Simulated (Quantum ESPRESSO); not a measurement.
Several settings converged on CsCdCl3 (P4mm, 5 atoms in the cell)

```xyz
5
Lattice="5.2802 0.0000 0.0000 0.0000 5.2802 0.0000 0.0000 0.0000 5.2802" Properties=species:S:1:pos:R:3 pbc="T T T"
Cs     0.0000     0.0000     0.0500
Cd     2.6401     2.6401     2.6401
Cl     0.0000     2.6401     2.6401
Cl     2.6401     0.0000     2.6401
Cl     2.6401     2.6401     0.0000
```

Base method: LDA (PZ), GBRV 1.5 ultrasoft (LDA) pseudopotentials (plane waves; Quantum ESPRESSO).

Base settings: ecutwfc = 40 Ry; ecutrho = 200 Ry; occupations = fixed; potentials = {Cs: cs_lda_v1.uspp.F.UPF, Cd: cd_lda_v1.uspp.F.UPF, Cl: cl_lda_v1.4.uspp.F.UPF}; K_POINTS = automatic 2 2 2 0 0 0; nbnd = 23; conv_thr = 1e-10 Ry.

The count of work is k-points × plane waves × bands × iterations; it is no time. Core times come from one kind of shared machine, to one figure; runs under 30 s give none.

**The cutoff for other potential files**

Level: DFT, LDA (PZ), plane waves, PSlibrary ultrasoft (LDA) pseudopotentials.

In this ladder: pseudopotentials = {Cs: Cs.pz-spn-rrkjus_psl.1.0.0.UPF, Cd: Cd.pz-n-rrkjus_psl.1.0.0.UPF, Cl: Cl.pz-n-rrkjus_psl.1.0.0.UPF}. Moved along: ecutrho.

The mesh stays at the base's, so the ladder's end is converged at best in this setting alone.

Only quantities that move along the ladder and can be compared are tabulated; the gap is left out on so coarse a mesh.

| ecutwfc | free energy less the last step's (meV/atom) | pressure (GPa) | count of work / last | core time / last (rough) |
|---|---|---|---|---|
| 25 Ry | 875.54 | -34.38 | 0.11 | 0.09 |
| 38 Ry | 25.04 | -3.00 | 0.25 | 0.3 |
| 55 Ry | 4.65 | -3.13 | 0.24 | 0.2 |
| 82 Ry | 0.86 | -3.03 | 0.62 | 0.8 |
| 110 Ry | 0.00 | -3.01 | 1.0 | 1 |

Coarsest ecutwfc that holds the free energy within 2 meV/atom of the last step, with all finer ones: 82 Ry; the step before is off by 4.6 meV/atom.

Coarsest ecutwfc that holds the pressure within 0.2 GPa of the last step, with all finer ones: 38 Ry, at 0.25 of the last step's count of work and about 0.3 of the last step's time; the step before is off by 31 GPa.

At the lowest cutoff the pressure lies 31.4 GPa under the last step's, the usual sign of Pulay stress in an incomplete plane-wave basis.

**The density cutoff**

The mesh stays at the base's, so the ladder's end is converged at best in this setting alone.

Only quantities that move along the ladder and can be compared are tabulated; the gap is left out on so coarse a mesh.

| ecutrho | free energy less the last step's (meV/atom) | pressure (GPa) |
|---|---|---|
| 80 Ry | -5.35 | -2.73 |
| 120 Ry | -0.06 | -3.06 |
| 160 Ry | -0.01 | -3.06 |
| 200 Ry | -0.01 | -3.06 |
| 240 Ry | -0.02 | -3.06 |
| 400 Ry | -0.02 | -3.06 |
| 640 Ry | 0.00 | -3.06 |

Coarsest ecutrho that holds the pressure within 0.1 GPa of the last step, with all finer ones: 120 Ry; the step before is off by 0.33 GPa.

Coarsest ecutrho that holds the free energy within 5 meV/atom of the last step, with all finer ones: 120 Ry; the step before is off by 5.4 meV/atom.

On the base run: the starting cell comes from a database of computed structures (which also holds hypothetical and non-ambient phases and stackings), without a prior relaxation at this level. Its lattice was rescaled by up to half a per cent. One atom was moved a little off its site on purpose. In the base run, with a pressure of about -3 GPa the cell is away from its equilibrium volume at this level.
